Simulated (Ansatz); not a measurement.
Base system: BN in the zinc blende structure (space group F-43m, No. 216).

```cif
data_BN
_chemical_formula_sum 'N1 B1'
_space_group_name_H-M_alt 'P 1'
_space_group_IT_number 1
_cell_length_a 2.54920
_cell_length_b 2.54920
_cell_length_c 2.54920
_cell_angle_alpha 60.000
_cell_angle_beta 60.000
_cell_angle_gamma 60.000
loop_
_space_group_symop_operation_xyz
  'x, y, z'
loop_
_atom_site_label
_atom_site_type_symbol
_atom_site_fract_x
_atom_site_fract_y
_atom_site_fract_z
_atom_site_occupancy
N1 N 0.75000 0.75000 0.75000 1
B1 B 0.00000 0.00000 0.00000 1
```

Computed with Kohn–Sham DFT with the PBEsol functional, run in Ansatz (a quantum-chemistry and plane-wave program) with PAW and 420 eV plane waves, without spin-orbit coupling, earlier PAW set.

Before the change:

| Item | Value |
|---|---|
| Band gap | 4.29 eV |
| Volume per atom | 5.86 Å³ |
| Smallest direct gap | 8.80 eV |
| Gap character | indirect, Γ → X |

Perturbation: P takes the place of N on all its sites, then cell and atoms are relaxed.

### Question
What does the calculation give for the band gap, volume per atom, smallest direct gap and gap character after the change?

### Answer
The band gap drops by 3.18 eV to 1.11 eV; the volume per atom goes up by 5.688 Å³ to 11.54 Å³; the smallest direct gap falls by 5.42 eV (8.80 eV → 3.38 eV); the gap character changes from indirect, Γ → X to indirect, Γ → Γ–X (83 % along).

No phonon test of stability was made.
